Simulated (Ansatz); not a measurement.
Given:

```
CELL_PARAMETERS angstrom
      3.70689     0.00000     0.00000
      0.00000     3.70689     0.00000
      1.85344    -1.85344     4.80751
ATOMIC_POSITIONS crystal
  Ti 0.00000 0.00000 0.00000
  Ti 0.25000 0.25000 0.50000
  O  0.04285 0.45715 0.91430
  O  0.79285 0.20715 0.41430
  O  0.20715 0.79285 0.58570
  O  0.45715 0.04285 0.08570
```

Space group of this cell: I4_1/amd, anatase. The cell is strained (lengths across the current scaled by 0.98, ions clamped); by r2SCAN its mean pressure is 8.6 GPa.

Transport runs along the normal of the first two printed cell vectors, the (001) (indices of the unstrained crystal) plane of the conventional cell.

The gap is the functional's own, uncorrected, and κ follows it; spin-orbit coupling is left out. Mid-gap values are interpolated between the computed energies.

### Question
Give the band gap and the smallest decay constant κ at mid-gap that Ansatz (an electronic-structure program) with r2SCAN yields.

### Answer
Gap 2.66 eV on a 10×10×10 mesh; κ = 0.413 1/Å, at (0.500, 0.500) of the in-plane reciprocal vectors. At the zone centre, at the nearest computed energy, the slowest state has κ = 0.48 1/Å.
